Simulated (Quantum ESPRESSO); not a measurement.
A self-consistent single point of MnS (Fm-3m, 4 atoms in the cell) with Quantum ESPRESSO.

Method of the run: PBE, GBRV 1.5 ultrasoft (PBE) pseudopotentials (plane waves; Quantum ESPRESSO).

The change in words: lattice scaled by 0.98. Reference geometry:
```
MnS
1.0
    5.09159     2.54579     2.54579
    2.54579     5.09159     2.54579
    2.54579     2.54579     5.09159
Mn S
2 2
Direct
  0.00000   0.00000   0.00000
  0.50000   0.50000   0.50000
  0.25000   0.25000   0.25000
  0.75000   0.75000   0.75000
```
Moments meant for the start (each program seeds them in its own way; μB, in the order of the atoms Mn Mn S S): 5.0 -5.0 0.0 0.0.

Reference input (self-consistent single point, DFT, PBE, plane waves, GBRV 1.5 ultrasoft (PBE) pseudopotentials): ecutwfc = 50 Ry; ecutrho = 400 Ry; occupations = smearing; smearing = fd; degauss = 0.00147 Ry; nspin = 2; potentials = {Mn1: mn_pbe_v1.5.uspp.F.UPF, Mn2: mn_pbe_v1.5.uspp.F.UPF, S: s_pbe_v1.4.uspp.F.UPF}; K_POINTS = automatic 6 6 6 0 0 0; conv_thr = 1e-11 Ry; mixing_beta = 0.2. This run's input differs from it in these lines:

```diff
@@ -30,10 +30,10 @@
 CELL_PARAMETERS {bohr}
-   9.6217068594     4.8108534297     4.8108534297
-   4.8108534297     9.6217068594     4.8108534297
-   4.8108534297     4.8108534297     9.6217068594
+   9.4292722687     4.7146361344     4.7146361344
+   4.7146361344     9.4292722687     4.7146361344
+   4.7146361344     4.7146361344     9.4292722687
 ATOMIC_POSITIONS {bohr}
 Mn1   0.0000000000    0.0000000000    0.0000000000
-Mn2   9.6217068594    9.6217068594    9.6217068594
-S     4.8108534297    4.8108534297    4.8108534297
-S    14.4325602892   14.4325602892   14.4325602892
+Mn2   9.4292722687    9.4292722687    9.4292722687
+S     4.7146361344    4.7146361344    4.7146361344
+S    14.1439084031   14.1439084031   14.1439084031
 K_POINTS {automatic}
```

The program printed (abridged):

```
     Self-consistent Calculation

     iteration #  1     ecut=    50.00 Ry     beta= 0.20

---- Real-time Memory Report at c_bands before calling an iterative solver
           259 MiB given to the printing process from OS
           147 MiB allocation reported by mallinfo(arena+hblkhd)
------------------

     total energy              =    -470.65779104 Ry
     estimated scf accuracy    <       1.04683100 Ry

     total magnetization       =     0.00 Bohr mag/cell
     absolute magnetization    =     8.71 Bohr mag/cell

     iteration #  2     ecut=    50.00 Ry     beta= 0.20

   [... lines left out ...]

     iteration # 24     ecut=    50.00 Ry     beta= 0.20

---- Real-time Memory Report at c_bands before calling an iterative solver
           365 MiB given to the printing process from OS
           188 MiB allocation reported by mallinfo(arena+hblkhd)
------------------

     negative rho (up, down):  0.000E+00 7.593E-05

     Magnetic moment per site  (integrated on atomic sphere of radius R)
     atom   1 (R=0.168)  charge= 13.1277  magn=  3.9429
     atom   2 (R=0.168)  charge= 13.1277  magn= -3.9429
     atom   3 (R=0.168)  charge=  4.4620  magn=  0.0000
     atom   4 (R=0.168)  charge=  4.4620  magn=  0.0000
     End of self-consistent calculation

     the Fermi energy is    12.2809 ev

!    total energy              =    -470.76972788 Ry
     estimated scf accuracy    <          6.1E-12 Ry
     smearing contrib. (-TS)   =      -0.00000016 Ry
     internal energy E=F+TS    =    -470.76972772 Ry

     total magnetization       =    -0.00 Bohr mag/cell
     absolute magnetization    =     8.54 Bohr mag/cell

     convergence has been achieved in  24 iterations

     negative rho (up, down):  0.000E+00 7.593E-05

     Forces acting on atoms (cartesian axes, Ry/au):

     atom    1 type  1   force =    -0.00000000   -0.00000000    0.00000000
     atom    2 type  2   force =     0.00000000    0.00000000    0.00000000
     atom    3 type  3   force =    -0.00000061   -0.00000061   -0.00000061
   [... lines left out ...]
     Total force =     0.000001     Total SCF correction =     0.000001
   [... lines left out ...]

     negative rho (up, down):  0.000E+00 7.593E-05
          total   stress  (Ry/bohr**3)                   (kbar)     P=       76.02
   0.00051677  -0.00002248  -0.00002248           76.02       -3.31       -3.31
  -0.00002248   0.00051677  -0.00002248           -3.31       76.02       -3.31
  -0.00002248  -0.00002248   0.00051677           -3.31       -3.31       76.02

   JOB DONE.
```

The run converged in 24 iterations. Against the reference run the free energy goes up by 29.2 meV/atom, the pressure goes from 1.92 to 7.60 GPa and the gap on the mesh goes from 0.618 to 0.332 eV.

The starting cell has typed, rounded lattice constants, without a prior relaxation at this level. Its lattice was rescaled by a random factor within 2.5 % of one. For this run, on top of that: lattice scaled by 0.98. The magnetic order is the one reached from the typed start; others were not searched systematically. With a pressure of about 8 GPa the cell is away from its equilibrium volume at this level.

Cost on one core of a shared machine: roughly 4 min.
